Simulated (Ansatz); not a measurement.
GaN under load (space group P6_3mc), PBE with spin-orbit coupling, rigid bands in Ansatz (an electronic-structure program). Condition of this run: hydrostatic pressure of 24 GPa (compression positive) (the target of the relaxation). Band gap 2.60 eV, N_c = 2.69e18 cm⁻³ and N_v = 8.36e19 cm⁻³ at 300 K, conductivity masses along y (a = (3.08, 0.00, 0.00) Å; b = (-1.54, 2.66, 0.00) Å; c = (0.00, 0.00, 5.01) Å) of 0.241 mₑ (electrons) and 1.29 mₑ (holes). Take k_BT = 0.02585 eV.

Task: A film of it is 8 nm thick, with its normal along the direction named. Estimate the confinement energies in an infinite well.

Result: ħ²π²/(2m t²) = 0.376 eV·nm²/(m/mₑ × t²) gives 24.4 meV for electrons and 4.55 meV for holes, so the gap would widen to about 2.63 eV. Finite barriers and nonparabolic bands lower this, and with several valleys or bands the heaviest mass along the normal sets the lowest level, not this average.

Task: What built-in voltage has an abrupt junction with N_A = 1e17 and N_D = 1e17 cm⁻³, all dopants ionised?

Result: V_bi = E_g/e − (k_BT/e) ln(N_c N_v/(N_A N_D)) = 2.60 − 0.02585 × 10.02 = 2.34 V, for the computed gap.

Task: Find the intrinsic carrier density and the intrinsic Fermi level.

Result: n_i = √(N_c N_v) exp(−E_g/2k_BT) = 1.50e19 × exp(−50.29) = 2.2e-3 cm⁻³. The level lies (k_BT/2) ln(N_v/N_c) = 44 meV from mid-gap (positive towards the conduction band). Each 0.1 eV added to the gap lowers n_i by a factor of 6.9.

Rigid bands with the computed gap; masses take one relaxation time for all states. Geometry: cell and atoms relaxed with PBEsol.
